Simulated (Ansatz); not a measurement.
A set of related cells and their Bader charge of Pt.

Cell A: a slab of CaO (rock salt, Fm-3m) cut along (100), 64 atoms, square cell of 9.66 Å (93.3 Å²), symmetry P4mm within 0.02 Å, 8.5 Å thick under 16 Å of vacuum, in-plane vectors held at the crystal's; planes from bottom to top: Ca8O8 × 3 | Ca8O7 | Pt, its two faces unlike (dipole correction applied); O missing from the crystal's sites; added, foreign or displaced atoms, above the top plane: Pt bound to 5 Ca at 2.81–3.69 Å; spin state with PBE: run without spin, k-point mesh 3×3×1.
```
CELL_PARAMETERS angstrom
      9.66157     0.00000     0.00000
      0.00000     9.66157     0.00000
      0.00000     0.00000    24.04963
ATOMIC_POSITIONS crystal
  Ca 0.99999 0.99999 0.33377
  O  0.25000 0.00038 0.33479
  Ca 0.99944 0.25000 0.43269
  O  0.25000 0.25000 0.43350
  Ca 0.25000 0.99944 0.43269
  O  0.00039 0.00039 0.43175
  Ca 0.25000 0.25000 0.33411
  O  0.00038 0.25000 0.33479
  Ca 0.00073 0.00073 0.53373
  O  0.25000 0.00235 0.53481
  Ca 0.98633 0.25000 0.63539
  Ca 0.25000 0.98633 0.63539
  O  0.99591 0.99591 0.62980
  Ca 0.25000 0.25000 0.53169
  O  0.00235 0.25000 0.53481
  Ca 0.99999 0.50001 0.33377
  O  0.25000 0.49962 0.33479
  Ca 0.99990 0.75000 0.43257
  O  0.25000 0.75000 0.43227
  Ca 0.25000 0.50056 0.43269
  O  0.00039 0.49961 0.43175
  Ca 0.25000 0.75000 0.33371
  O  0.00029 0.75000 0.33430
  Ca 0.00073 0.49927 0.53373
  O  0.25000 0.49765 0.53481
  Ca 0.99590 0.75000 0.63152
  O  0.25000 0.75000 0.63146
  Ca 0.25000 0.51367 0.63539
  O  0.99591 0.50409 0.62980
  Ca 0.25000 0.75000 0.53289
  O  0.00063 0.75000 0.53290
  Ca 0.50001 0.99999 0.33377
  O  0.75000 0.00029 0.33430
  Ca 0.50056 0.25000 0.43269
  O  0.75000 0.25000 0.43227
  Ca 0.75000 0.99990 0.43257
  O  0.49961 0.00039 0.43175
  Ca 0.75000 0.25000 0.33371
  O  0.49962 0.25000 0.33479
  Ca 0.49927 0.00073 0.53373
  O  0.75000 0.00063 0.53290
  Ca 0.51367 0.25000 0.63539
  O  0.75000 0.25000 0.63146
  Ca 0.75000 0.99590 0.63152
  O  0.50409 0.99591 0.62980
  Ca 0.75000 0.25000 0.53289
  O  0.49765 0.25000 0.53481
  Ca 0.50001 0.50001 0.33377
  O  0.75000 0.49971 0.33430
  Ca 0.50010 0.75000 0.43257
  O  0.75000 0.75000 0.43158
  Ca 0.75000 0.50010 0.43257
  O  0.49961 0.49961 0.43175
  Ca 0.75000 0.75000 0.33348
  O  0.49971 0.75000 0.33430
  Ca 0.49927 0.49927 0.53373
  O  0.75000 0.49937 0.53290
  Ca 0.50410 0.75000 0.63152
  O  0.75000 0.75000 0.62997
  Ca 0.75000 0.50410 0.63152
  O  0.50409 0.50409 0.62980
  Ca 0.75000 0.75000 0.53205
  O  0.49937 0.75000 0.53290
  Pt 0.25000 0.25000 0.68518
```

Cell B: a slab of CaO (rock salt, Fm-3m) cut along (100), 65 atoms, square cell of 9.66 Å (93.3 Å²), symmetry P4mm within 0.02 Å, 9.1 Å thick under 16 Å of vacuum, in-plane vectors held at the crystal's; planes from bottom to top: Ca8O8 × 4 | Pt, its two faces unlike (dipole correction applied); added, foreign or displaced atoms, above the top plane: Pt bound to 1 O at 1.94 Å; spin state with PBE: run without spin, k-point mesh 3×3×1.
```
CELL_PARAMETERS angstrom
      9.66157     0.00000     0.00000
      0.00000     9.66157     0.00000
      0.00000     0.00000    25.20460
ATOMIC_POSITIONS crystal
  Ca 0.00001 0.00001 0.31887
  O  0.25000 0.00012 0.31974
  Ca 0.99960 0.25000 0.41320
  O  0.25000 0.25000 0.41351
  Ca 0.25000 0.99960 0.41320
  O  0.00019 0.00019 0.41243
  Ca 0.25000 0.25000 0.31908
  O  0.00012 0.25000 0.31974
  Ca 0.00070 0.00070 0.50948
  O  0.25000 0.00106 0.51030
  Ca 0.99135 0.25000 0.60588
  O  0.25000 0.25000 0.60205
  Ca 0.25000 0.99135 0.60588
  O  0.99824 0.99824 0.60186
  Ca 0.25000 0.25000 0.50830
  O  0.00106 0.25000 0.51030
  Ca 0.00001 0.49999 0.31887
  O  0.25000 0.49988 0.31974
  Ca 0.99997 0.75000 0.41314
  O  0.25000 0.75000 0.41273
  Ca 0.25000 0.50040 0.41320
  O  0.00019 0.49981 0.41243
  Ca 0.25000 0.75000 0.31880
  O  0.00023 0.75000 0.31946
  Ca 0.00070 0.49930 0.50948
  O  0.25000 0.49894 0.51030
  Ca 0.99752 0.75000 0.60302
  O  0.25000 0.75000 0.60267
  Ca 0.25000 0.50865 0.60588
  O  0.99824 0.50176 0.60186
  Ca 0.25000 0.75000 0.50891
  O  0.00010 0.75000 0.50924
  Ca 0.49999 0.00001 0.31887
  O  0.75000 0.00023 0.31946
  Ca 0.50040 0.25000 0.41320
  O  0.75000 0.25000 0.41273
  Ca 0.75000 0.99997 0.41314
  O  0.49981 0.00019 0.41243
  Ca 0.75000 0.25000 0.31880
  O  0.49988 0.25000 0.31974
  Ca 0.49930 0.00070 0.50948
  O  0.75000 0.00010 0.50924
  Ca 0.50865 0.25000 0.60588
  O  0.75000 0.25000 0.60267
  Ca 0.75000 0.99752 0.60302
  O  0.50176 0.99824 0.60186
  Ca 0.75000 0.25000 0.50891
  O  0.49894 0.25000 0.51030
  Ca 0.49999 0.49999 0.31887
  O  0.75000 0.49977 0.31946
  Ca 0.50003 0.75000 0.41314
  O  0.75000 0.75000 0.41238
  Ca 0.75000 0.50003 0.41314
  O  0.49981 0.49981 0.41243
  Ca 0.75000 0.75000 0.31869
  O  0.49977 0.75000 0.31946
  Ca 0.49930 0.49930 0.50948
  O  0.75000 0.49990 0.50924
  Ca 0.50248 0.75000 0.60302
  O  0.75000 0.75000 0.60203
  Ca 0.75000 0.50248 0.60302
  O  0.50176 0.50176 0.60186
  Ca 0.75000 0.75000 0.50835
  O  0.49990 0.75000 0.50924
  Pt 0.25000 0.25000 0.67911
```

Cell C: a slab of CaO (rock salt, Fm-3m) cut along (100), 64 atoms, square cell of 9.66 Å (93.3 Å²), symmetry P4mm within 0.02 Å, 7.4 Å thick under 16 Å of vacuum, in-plane vectors held at the crystal's; planes from bottom to top: Ca8O8 × 3 | Ca7PtO8, its two faces unlike (dipole correction applied); added, foreign or displaced atoms, within the planes: Pt bound to 4 O at 2.21 Å; spin state with PBE: run without spin, k-point mesh 3×3×1.
```yaml
crystal:
  lattice:
    - [9.66157, 0.00000, 0.00000]
    - [0.00000, 9.66157, 0.00000]
    - [0.00000, 0.00000, 23.24618]
  atoms:
    - { symbol: Ca, position: [0.00000, 0.99810, 0.34393] }
    - { symbol: O, position: [0.25093, 0.99907, 0.34642] }
    - { symbol: Ca, position: [0.00000, 0.25000, 0.44143] }
    - { symbol: O, position: [0.25281, 0.25000, 0.44543] }
    - { symbol: Ca, position: [0.24935, 0.00065, 0.44772] }
    - { symbol: O, position: [0.00000, 0.99719, 0.44543] }
    - { symbol: Ca, position: [0.25190, 0.25000, 0.34393] }
    - { symbol: O, position: [0.00000, 0.25000, 0.34110] }
    - { symbol: Ca, position: [0.00000, 0.01126, 0.55109] }
    - { symbol: O, position: [0.24848, 0.00152, 0.55412] }
    - { symbol: Pt, position: [0.00000, 0.25000, 0.65768] }
    - { symbol: O, position: [0.22820, 0.25000, 0.65441] }
    - { symbol: Ca, position: [0.24345, 0.00655, 0.65601] }
    - { symbol: O, position: [0.00000, 0.02180, 0.65441] }
    - { symbol: Ca, position: [0.23874, 0.25000, 0.55109] }
    - { symbol: O, position: [0.00000, 0.25000, 0.53532] }
    - { symbol: Ca, position: [0.00000, 0.50190, 0.34393] }
    - { symbol: O, position: [0.25093, 0.50093, 0.34642] }
    - { symbol: Ca, position: [0.00000, 0.75000, 0.44818] }
    - { symbol: O, position: [0.25019, 0.75000, 0.44861] }
    - { symbol: Ca, position: [0.24935, 0.49935, 0.44772] }
    - { symbol: O, position: [0.00000, 0.50281, 0.44543] }
    - { symbol: Ca, position: [0.25059, 0.75000, 0.34629] }
    - { symbol: O, position: [0.00000, 0.75000, 0.34593] }
    - { symbol: Ca, position: [0.00000, 0.48874, 0.55109] }
    - { symbol: O, position: [0.24848, 0.49848, 0.55412] }
    - { symbol: Ca, position: [0.00000, 0.75000, 0.65379] }
    - { symbol: O, position: [0.24391, 0.75000, 0.65529] }
    - { symbol: Ca, position: [0.24345, 0.49345, 0.65601] }
    - { symbol: O, position: [0.00000, 0.47820, 0.65441] }
    - { symbol: Ca, position: [0.24837, 0.75000, 0.55319] }
    - { symbol: O, position: [0.00000, 0.75000, 0.55535] }
    - { symbol: Ca, position: [0.50000, 0.99941, 0.34629] }
    - { symbol: O, position: [0.74907, 0.99907, 0.34642] }
    - { symbol: Ca, position: [0.50000, 0.25000, 0.44818] }
    - { symbol: O, position: [0.74719, 0.25000, 0.44543] }
    - { symbol: Ca, position: [0.75065, 0.00065, 0.44772] }
    - { symbol: O, position: [0.50000, 0.99981, 0.44861] }
    - { symbol: Ca, position: [0.74810, 0.25000, 0.34393] }
    - { symbol: O, position: [0.50000, 0.25000, 0.34593] }
    - { symbol: Ca, position: [0.50000, 0.00163, 0.55319] }
    - { symbol: O, position: [0.75152, 0.00152, 0.55412] }
    - { symbol: Ca, position: [0.50000, 0.25000, 0.65379] }
    - { symbol: O, position: [0.77180, 0.25000, 0.65441] }
    - { symbol: Ca, position: [0.75655, 0.00655, 0.65601] }
    - { symbol: O, position: [0.50000, 0.00609, 0.65529] }
    - { symbol: Ca, position: [0.76126, 0.25000, 0.55109] }
    - { symbol: O, position: [0.50000, 0.25000, 0.55535] }
    - { symbol: Ca, position: [0.50000, 0.50059, 0.34629] }
    - { symbol: O, position: [0.74907, 0.50093, 0.34642] }
    - { symbol: Ca, position: [0.50000, 0.75000, 0.44922] }
    - { symbol: O, position: [0.74981, 0.75000, 0.44861] }
    - { symbol: Ca, position: [0.75065, 0.49935, 0.44772] }
    - { symbol: O, position: [0.50000, 0.50019, 0.44861] }
    - { symbol: Ca, position: [0.74941, 0.75000, 0.34629] }
    - { symbol: O, position: [0.50000, 0.75000, 0.34777] }
    - { symbol: Ca, position: [0.50000, 0.49837, 0.55319] }
    - { symbol: O, position: [0.75152, 0.49848, 0.55412] }
    - { symbol: Ca, position: [0.50000, 0.75000, 0.65557] }
    - { symbol: O, position: [0.75609, 0.75000, 0.65529] }
    - { symbol: Ca, position: [0.75655, 0.49345, 0.65601] }
    - { symbol: O, position: [0.50000, 0.49391, 0.65529] }
    - { symbol: Ca, position: [0.75163, 0.75000, 0.55319] }
    - { symbol: O, position: [0.50000, 0.75000, 0.55535] }
```

Plane-wave PAW calculations with Ansatz (a quantum-chemistry and plane-wave program), its default PAW set, cutoff 420 eV. The structures are at rest with PBE, within the held lattices. Neutral cells; Fermi-Dirac smearing of at most 0.05 eV in the solids, energies taken to zero width. Larger cells are relaxed from a start prepared with the learned potential CHGNet, on a coarser mesh till forces fall under 0.03 eV/Å, which some starts already meet. The structures are the rest points that the relaxations reached, not proven lowest. Spin-orbit coupling is left out. No correction for cell size. A dispersion term ran beside these levels; it doesn't touch the electrons. Electrons of density maxima off the nuclei are shared among the atoms. Mean over the atoms, with the range where they differ; positive means electrons lost.

Question: Predict the Bader charge of Pt (e) of each cell with PBE.

Answer: 
```json
[
 {"cell": "A", "PBE": "-1.40"},
 {"cell": "B", "PBE": "-0.41"},
 {"cell": "C", "PBE": "0.56"}
]
```

With PBE the value is lowest for A and highest for C.
